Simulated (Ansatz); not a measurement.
The reference is KTaO3 in the cubic perovskite structure (space group Pm-3m, No. 221; a = 3.9520 Å).

Level of theory: LDA (Ansatz, a program for electronic structure; PAW; 420 eV plane waves; scalar-relativistic without spin-orbit coupling).

Strains are applied to the cell and any free atomic positions relax.

One change was made to it. Results:

```json
[
 {"quantity": "band gap", "base": "2.13 eV", "after": "2.02 eV"},
 {"quantity": "gap character", "base": "indirect, R → Γ", "after": "indirect, R → Γ"},
 {"quantity": "pressure", "base": "-0.1 kbar", "after": "-103.7 kbar"},
 {"quantity": "energy relative to the base (free energy F)", "base": "0 meV/atom", "after": "+23 meV/atom"}
]
```

Which change produced these results?
A) isotropic strain +2.40 %
B) isotropic strain +1.80 %
C) isotropic strain +1.20 %
D) isotropic strain +3.00 %

B, isotropic strain +1.80 %. For comparison, the energy relative to the base in the other runs: isotropic strain +1.20 % gives +11 meV/atom; isotropic strain +3.00 % gives +62 meV/atom; isotropic strain +2.40 % gives +40 meV/atom.

With Ta present, leaving out spin-orbit coupling can change the band edges. Whether these cells are dynamically stable was not tested.
